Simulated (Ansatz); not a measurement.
# A N vacancy (surface) in a 2x2 cell of the 1x1 (10-10) surface of wurtzite GaN (cut with top plane Ga + N)

Host crystal: wurtzite GaN, with a band gap (PBE, scalar-relativistic without spin-orbit coupling).

Level of theory: r2SCAN, at the PBE geometry and the start's symmetry (plane waves to 500 eV, PAW; Ansatz, a program for electronic structure).

Set-up: 63 atoms, 9.3 Å thick at the start (thin: gaps and levels are the slab's own); mesh 3x2x1; 0.01 eV smearing; dipole correction on; single point; on the structure that PBE left under its start's symmetry; spin-polarised from one start with parallel moments (other orders not tried), ending with about 1.0 μB a cell; orders that need a larger cell were not tried, no spin-orbit, no U. The program's check for a lower electronic state was not made.

```yaml
formation energy against ½ N2(g) at the same level: 2.02 eV
change_of_the_step_from_the_bottom_to_the_top_vacuum_level_against_the_clean_slab: 0.002 eV
magnetic_moment_of_the_cell: 1.00 μB
```
